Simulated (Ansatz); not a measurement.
The parent structure is InP in the zinc blende structure (space group F-43m, No. 216; a = 5.878 Å).

Calculations: PBEsol (Ansatz, a first-principles code, PAW, scalar-relativistic without spin-orbit coupling).

Strains are applied to the cell and any free atomic positions relax.

One change was made to it. Results:

| quantity | base | after |
|---|---|---|
| gap character | direct at Γ | direct at Γ |
| energy relative to the base (free energy F) | 0 meV/atom | +18 meV/atom |
| mean gap deformation potential ΔEg/Δln V | – | -5.4 eV |

Which of these changes matches the shifts?
(A) isotropic strain +2.00 %
(B) isotropic strain −3.00 %
(C) isotropic strain −1.00 %
(D) isotropic strain +2.50 %

A, isotropic strain +2.00 %. For comparison, the energy relative to the base in the other runs: isotropic strain −3.00 % gives +48 meV/atom; isotropic strain +2.50 % gives +27 meV/atom; isotropic strain −1.00 % gives +4.9 meV/atom.

Stability against distortions was not tested.
